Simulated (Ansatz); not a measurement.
The reference is Ga2O3 in the corundum structure (space group R-3c, No. 167; a = 5.000 Å, c = 13.449 Å (hexagonal axes)). Axes: x lies along a and z along c of the hexagonal cell.

All numbers come from PBEsol/PAW in Ansatz (an electronic-structure program), no spin-orbit coupling.

Before the change:

The shortest interatomic distance comes out as 1.931 Å. The electron mass is 0.22 mₑ (at Γ).

Modification: uniaxial strain ε_zz = −0.75 %, all other strain components held at zero; the atoms relax in the strained cell.

Q: What happens to the stress?

A: The stress (xx, yy, zz, yz, xz, xy; compression positive) comes out as (1.01, 1.01, 2.62, 0.00, 0.00, 0.00) GPa.

Q: What happens to the shortest interatomic distance?

A: The shortest interatomic distance falls by 0.004 Å (1.931 Å → 1.927 Å).

Q: Estimate the effect on the energy relative to the base.

A: The energy goes up by 0.6 meV/atom.

Q: How does this affect the electron mass?

A: The electron mass changes from 0.22 mₑ (at Γ) to 0.23 mₑ (at Γ).

The levels and masses belong to the bands next to the band gap. Masses are band curvatures over ±0.01 Å⁻¹ around the edge. No phonon test of stability was made.
